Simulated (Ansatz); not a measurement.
Consider CdSe in the wurtzite structure (space group P6_3mc, No. 186; a = 4.383 Å, c = 7.155 Å). Axes: x lies along a and z along c of the hexagonal cell.

Level of theory: PBE, PAW, 420 eV (Ansatz, a program for electronic structure; spin-orbit coupling left out), earlier PAW set.

Base values:

```
Property                Result
-------------  ---------------
Band gap               0.54 eV
Electron mass  0.057 mₑ (at Γ)
Gap character      direct at Γ
Pressure              0.00 GPa
```

One thing is altered: the cell is stretched by 1.27 % along z with no lateral relaxation; the atoms relax in the strained cell.

Question: How does this affect the energy relative to the base?

Answer: The energy rises by 1.1 meV/atom.

Question: What happens to the band gap?

Answer: The band gap decreases by 0.05 eV to 0.49 eV.

Question: What does the calculation give for the electron mass after the change?

Answer: The electron mass becomes 0.055 mₑ (at Γ) (base: 0.057 mₑ (at Γ)).

Question: Predict the new gap character.

Answer: The gap character stays direct at Γ.

Question: What happens to the pressure?

Answer: The pressure (mean of the normal stresses, compression positive) goes from zero to -0.55 GPa.

Effective masses come from finite differences of ±0.01 Å⁻¹. No phonon test of stability was made.
